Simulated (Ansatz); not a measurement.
**How far to go with the plane-wave cutoff: CaPbF6 (I4mm, 8 atoms in the cell)**

```
CELL_PARAMETERS angstrom
      0.00000     4.32994     4.32994
      4.32994     0.00000     4.32994
      4.32994     4.32994     0.00000
ATOMIC_POSITIONS crystal
  Ca 0.50577 0.50577 0.49423
  Pb 0.00000 0.00000 0.00000
  F  0.76012 0.76012 0.23988
  F  0.23988 0.23988 0.76012
  F  0.23988 0.76012 0.76012
  F  0.76012 0.23988 0.23988
  F  0.76012 0.23988 0.76012
  F  0.23988 0.76012 0.23988
```

Method: LDA (PW92), default PAW files made with PBE (plane waves; Ansatz, a quantum-chemistry and plane-wave program).

Base settings: basis.ecutwfc = 420 eV; kpoints.mp_grid.grid = 4 4 4; hamiltonian.xc = lda; hamiltonian.pseudopotentials = {kind: paw} (the program's default PAW files); scf.occupations.method = fermi_dirac; scf.occupations.width = 0.01 eV.

The second cell is the first with its lattice scaled by 0.98.

The mesh stays at the base's, so the ladder's end is converged at best in this setting alone.

The first pressure column holds Ansatz's estimate of the finite-basis (Pulay) stress, which hides part of the cutoff error; the other is without it.

Only quantities that move along the ladder and can be compared are tabulated.

The count of work is k-points × plane waves × bands × iterations; it is no time. 

The starting cell comes from a database of computed structures (which also holds hypothetical and non-ambient phases and stackings), without a prior relaxation at this level. Its lattice was rescaled by up to half a per cent. One atom was moved a little off its site on purpose. In the base run, with a pressure of about -3 GPa the cell is away from its equilibrium volume at this level.

```csv
basis.ecutwfc,free energy less the last step's (meV/atom),energy of the compressed cell less the first (meV/atom),pressure (GPa),pressure without the Pulay estimate (GPa),largest difference of a force vector from the last step's (eV/Å),count of work / last
145 eV,36603.33,-117.41,-1.50,-650.67,2.279,0.068
170 eV,19829.78,150.66,9.48,-437.37,4.726,0.083
190 eV,11749.88,244.39,4.12,-302.80,3.642,0.090
210 eV,7057.41,-4.49,-2.08,-208.48,1.334,0.11
230 eV,4132.14,-14.47,-4.37,-139.46,0.382,0.12
250 eV,2385.86,-18.41,-5.49,-91.86,0.684,0.14
295 eV,651.94,-21.63,-3.48,-34.50,0.073,0.16
335 eV,179.03,-8.31,-3.36,-14.06,0.006,0.19
380 eV,36.46,-9.82,-3.34,-6.07,0.008,0.23
420 eV,7.92,-9.53,-3.29,-3.92,0.003,0.27
460 eV,2.65,-9.50,-3.27,-3.37,0.001,0.31
505 eV,2.04,-9.50,-3.27,-3.28,0.001,0.41
565 eV,1.91,-9.51,-3.27,-3.28,0.001,0.42
630 eV,1.77,-9.52,-3.27,-3.28,0.001,0.56
735 eV,1.42,-9.54,-3.28,-3.30,0.001,0.71
840 eV,0.60,-9.54,-3.28,-3.31,0.000,0.85
1010 eV,0.00,-9.56,-3.28,-3.28,0.000,1.0
```

Coarsest basis.ecutwfc that holds the forces within 0.005 eV/Å of the last step, with all finer ones: 420 eV, at 0.27 of the last step's count of work; the step before is off by 0.008 eV/Å.

Coarsest basis.ecutwfc that holds the pressure within 1 GPa of the last step, with all finer ones: 295 eV, at 0.16 of the last step's count of work; the step before is off by 2.2 GPa.

Coarsest basis.ecutwfc that holds the energy of the compressed cell less the first within 0.2 meV/atom of the last step, with all finer ones: 420 eV, at 0.27 of the last step's count of work; the step before is off by 0.26 meV/atom.

The energy difference between the two cells stays within 1 meV/atom of the last step's from 380 eV on, the total only from 840 eV on: much of the error is common to both cells and cancels.

At the lowest cutoff the pressure without the Pulay estimate lies 647 GPa under the last step's, the usual sign of Pulay stress in an incomplete plane-wave basis.

Keys are those of Ansatz 0.2.
